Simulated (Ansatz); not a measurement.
**Amorphous In24O38Ti**

A CHGNet melt-quench gave the starting glass, which DFT then relaxed. O atoms were pushed apart under 1.9 Å during the dynamics, to hinder bonds among them. The hot cell started wider than the set density and was brought back towards it in steps. It is the lowest in DFT energy of 2 quenches. It is a model cell: composition and starting density were chosen by hand, and all elements were melted together. No dispersion term was used.

Methods: PBE, scalar-relativistic without spin-orbit coupling (Ansatz, a quantum-chemistry and plane-wave program); r2SCAN, scalar-relativistic without spin-orbit coupling (Ansatz); HSE06, scalar-relativistic without spin-orbit coupling (Ansatz). Geometry, pressure, stress and energy are those of the PBE run. Its sampling: a 2×2×2 Γ-centred mesh; Fermi-Dirac width 0.02 eV; no spin polarisation. Other functionals are single points at the zone centre (r2SCAN at 500 eV; exact exchange cut at the cell's faces), free to take moments where seeds were set. At PBE the levels at the filled edge of the gap are localised (band-tail or defect states).

The number of atoms in the cell is 63 and the density (held, not predicted) is 6.37 g/cm³. The volume per atom is 95.3 bohr^3, the pressure on a 2×2×2 Γ-centred mesh is 6.6 kbar and the largest force and stress component on that mesh (the relaxation ran on the zone centre alone) comes out as 0.10 eV/Å and 0.7 GPa. The energy relative to bixbyite In2O3 + anatase TiO2 (lowest mix at this level among the phases computed, not always the ambient ones) comes out as 0.155 eV/atom and the level gap on a 2×2×2 Γ-centred mesh (PBE) comes out as 0.65 eV. The level gap at the zone centre (PBE) is 0.68 eV and the level gap at the zone centre (r2SCAN) is 1.10 eV. The level gap at the zone centre (HSE06) is 2.08 eV.

Bonds are counted up to In-In 3.12 Å, In-O 2.68 Å, In-Ti 3.12 Å, O-O 1.58 Å, O-Ti 2.49 Å, Ti-Ti 3.12 Å. Two cations that share two anions don't count as bonded, nor two that share one unless they lie closer than In-In 3.04 Å, In-Ti 3.04 Å, Ti-Ti 3.04 Å.

```
Property                                                          Result
---------------------------------  -------------------------------------
Mean coordination of In by anions             5.38 (15 with 5, 9 with 6)
Mean coordination of O             3.53 (2 with 2, 14 with 3, 22 with 4)
Mean coordination of Ti by anions                        5.00 (1 with 5)
Mean In-O bond                     2.194 Å (spread 0.094 Å, 129 counted)
Mean O-Ti bond                       1.999 Å (spread 0.215 Å, 5 counted)
```

Its density started from a set value of 6.37 g/cm³. The simulated quench (nominally 220 K/ps over its main leg) is rapid and tends to freeze in more defects than a deposited or slowly cooled glass has. A cell of this size samples the disorder only roughly. The volume was held where the preparation left it and the shape relaxed, at a PBE pressure of 0.7 GPa. Stress components on the final sampling reach 0.7 GPa.
